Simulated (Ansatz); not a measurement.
Mg on the Si site in beta Si3N4: one set of geometries, relaxed with PBE, evaluated in Ansatz (PAW, plane waves to 420 eV, 500 eV under r2SCAN) with PBE, r2SCAN.

Set-up: 84-site cell; 2×2×2 shifted k-points; start: the Si(2,4-fold) site; charged states image-corrected; not converged in cell size; flagged in the runs: a doubtful potential alignment, a host whose relaxation on this sampling wasn't shown to rest, a strain field that reaches the edge of the cell.

```
quantity                                       PBE  r2SCAN
--------------------------------------------  ----  ------
host gap (eV)                                 4.25    4.90
ε(−1/−2) above the VBM (eV)                   0.69    0.84
largest moment on one atom at charge −1 (μB)  0.25    0.37
```

PBE narrows the gap by 0.65 eV against r2SCAN, the highest level run, and puts the levels 0.15 eV lower above the valence-band maximum on average.

Ansatz is a quantum-chemistry and plane-wave program.
